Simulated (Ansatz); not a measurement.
# CdS (P6_3mc): band-edge transport data

Data:

```xyz
4
Lattice="4.0655 0.0000 0.0000 -2.0328 3.5209 0.0000 0.0000 0.0000 7.0138" Properties=species:S:1:pos:R:3 pbc="T T T"
Cd     0.0000     2.3472     0.0371
Cd     2.0328     1.1736     3.5440
S      0.0000     2.3472     2.5930
S      2.0328     1.1736     6.0999
```

All values below come from PBE with spin-orbit coupling, rigid bands (plane waves, PAW; Ansatz, a quantum-chemistry and plane-wave program). Condition of this run: uniaxial stress along c of -3.2 GPa (compression positive) (the target of the relaxation). Cell: cell and atoms relaxed with PBEsol, then loaded as said.

* **band gap**: 1.03 eV
* **electron conductivity mass (300 K, dilute)**: 0.149 (x), 0.149 (y), 0.124 (z) mₑ
* **hole conductivity mass (300 K, dilute)**: 1.07 (x), 1.07 (y), 1.78 (z) mₑ
* **effective density of states N_c (300 K)**: 1.3e18 cm⁻³
* **effective density of states N_v (300 K)**: 3.6e19 cm⁻³
* **density-of-states mass, electrons**: 0.136 mₑ
* **density-of-states mass, holes**: 1.28 mₑ
* **Seebeck coefficient, n-type 1e19 cm⁻³, 300 K**: -85 μV/K
* **best n-type power factor at 300 K for τ = 10 fs (best axis; densities from 1e16 to 1e21 cm⁻³ tried, whether or not they can be reached)**: 1.61 μW/(cm·K²) at 3e18 cm⁻³
* **Seebeck coefficient, p-type 1e19 cm⁻³, 300 K**: 369 μV/K
* **best p-type power factor at 300 K for τ = 10 fs (best axis; densities from 1e16 to 1e21 cm⁻³ tried, whether or not they can be reached)**: 10.1 μW/(cm·K²) at 3e20 cm⁻³

Rigid bands; masses and Seebeck coefficients take one relaxation time τ for all states and one kind of carrier; polarons and phonon drag are left out. Geometry: cell and atoms relaxed with PBEsol.
